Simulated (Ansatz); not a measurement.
## AlN (model structure, started from the PtS type, P4₂/mmc, No. 131, 4 atoms in the cell): properties by level of theory

| level (code) | lattice constant a (Å) | c axis length (Å) |
|---|---|---|
| PBE (Ansatz) | 2.939 | ___ |
| PBEsol (Ansatz) | 2.920 | ___ |
| PBE-D3(BJ) (Ansatz) | 2.912 | 5.150 |

Some entries are withheld; supply them.


- PBE (Ansatz, a first-principles code), c axis length (Å): 5.174
- PBEsol (Ansatz), c axis length (Å): 5.141

Ansatz's density-functional and Hartree–Fock values are scalar-relativistic unless marked +SOC, with PAW data made under PBE.

A model structure was made by putting elements into a prototype or built by hand; it is no filed structure, need not be a known phase, and can be a saddle point held by its symmetry.
